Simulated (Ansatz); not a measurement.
Worked example: self-consistent single point of the (100) slab of TiSi (cut from a parent of space group no. 62; 8 atoms in the cell) in Ansatz (a program for electronic structure).

Computed with LDA (PW92), default PAW files made with PBE (plane waves; Ansatz).

```
CELL_PARAMETERS angstrom
      3.64990     0.00000     0.00000
      0.00000     5.01845     0.00000
      0.00000     0.00000    19.96981
ATOMIC_POSITIONS crystal
  Ti 0.25000 0.37178 0.55758
  Ti 0.75000 0.62822 0.44242
  Ti 0.75000 0.87178 0.60629
  Ti 0.25000 0.12822 0.39371
  Si 0.25000 0.85540 0.51440
  Si 0.75000 0.14460 0.48560
  Si 0.75000 0.35540 0.64947
  Si 0.25000 0.64460 0.35053
```

Reference input (self-consistent single point, DFT, LDA (PW92), plane waves, default PAW files made with PBE): basis.ecutwfc = 420 eV; kpoints.mp_grid.grid = 7 5 1; hamiltonian.xc = lda; hamiltonian.pseudopotentials = {kind: paw} (the program's default PAW files); scf.occupations.method = fermi_dirac; scf.occupations.width = 0.1 eV. This run's input differs from it in these lines:

Ansatz 0.2 input:
```diff
@@ -17,3 +17,3 @@
 kpoints:
-  mp_grid: { grid: [7, 5, 1] }
+  mp_grid: { grid: [9, 7, 1] }
 hamiltonian:
```

The program printed (abridged):

```
SCF iter   1: F=—  HF=-12235.702391 eV  |F-HF|=—  |Δ(HF+E_count)|=         —  Δρ=4.46e-3  dr2=1.20e-1  ethr=1.77e-3  ⟨swp⟩=7.3  Hψ=3752  notcnv=0
all-band conjugate gradients solve this SCF's bands
preconditioner: auto → LDOS
SCF iter   2: F=—  HF=-12235.690604 eV  |F-HF|=—  |Δ(HF+E_count)|=   1.18e-2  Δρ=1.33e-3  dr2=1.19e-2  ethr=1.88e-4  ⟨swp⟩=2.1  Hψ=1262  notcnv=0
SCF iter   3: F=—  HF=-12235.690247 eV  |F-HF|=—  |Δ(HF+E_count)|=   3.57e-4  Δρ=6.88e-4  dr2=3.65e-3  ethr=1.85e-5  ⟨swp⟩=3.0  Hψ=1633  notcnv=0
SCF iter   4: F=—  HF=-12235.689341 eV  |F-HF|=—  |Δ(HF+E_count)|=   9.06e-4  Δρ=1.51e-4  dr2=1.21e-4  ethr=5.71e-6  ⟨swp⟩=2.5  Hψ=1268  notcnv=0
SCF iter   5: F=—  HF=-12235.689345 eV  |F-HF|=—  |Δ(HF+E_count)|=   4.29e-6  Δρ=4.63e-5  dr2=8.75e-6  ethr=1.89e-7  ⟨swp⟩=2.3  Hψ=1338  notcnv=0
SCF iter   6: F=—  HF=-12235.689283 eV  |F-HF|=—  |Δ(HF+E_count)|=   6.20e-5  Δρ=1.23e-5  dr2=1.09e-6  ethr=1.37e-8  ⟨swp⟩=3.4  Hψ=1780  notcnv=0
SCF iter   7: F=-12235.689283 eV  HF=-12235.689283 eV  |F-HF|=1.82e-8  |Δ(HF+E_count)|=   1.74e-7  Δρ=3.71e-6  dr2=8.06e-8  ethr=1.56e-10  ⟨swp⟩=7.7  Hψ=4126  notcnv=0
SCF 1 converged in 7 iterations: F = -12235.689283 eV  dr2 = 8.06e-8
Free energy (F): -12235.689283 eV
Internal energy: -12235.416876 eV  (E = F + TS)
E sigma→0 (E₀):  -12235.553080 eV
Entropy (-TS):   -0.272407 eV (-34.051 meV/atom)
Fermi energy:    0.870299 eV
--- Forces (eV/Å), atoms counted from 1 ---
  atom   1  Ti     0.00000000     0.11226496     0.13109468
  atom   2  Ti     0.00000000    -0.11226496    -0.13109468
  atom   3  Ti     0.00000000    -0.26219797    -0.74259941
  atom   4  Ti     0.00000000     0.26219797     0.74259941
  atom   5  Si     0.00000000    -0.02805095     0.29226808
  atom   6  Si     0.00000000     0.02805095    -0.29226808
  atom   7  Si     0.00000000     0.28988785    -0.59540383
  atom   8  Si     0.00000000    -0.28988785     0.59540383
--- Stress (GPa, compression-positive) ---
       -3.898759       0.000000       0.000000
        0.000000      -5.638066       0.376419
        0.000000       0.376420      -2.731383
  P = ⅓ Tr σ = -4.0894 GPa (-40.894 kbar)
  The stress holds the Pulay correction. Without it, at fixed plane waves, as pw.x and ABINIT print it: P = -4.1058 GPa
```

The run converged in 7 iterations. Against the reference run the free energy is nearly the same (within 1 meV/atom) and the largest force goes from 0.774 to 0.788 eV/Å.

The starting cell comes from a database of computed structures (which also holds hypothetical and non-ambient phases and stackings), without a prior relaxation at this level. The slab is cut from that crystal, and its faces are unrelaxed. Its lattice was rescaled by up to half a per cent. Spin polarisation is off.
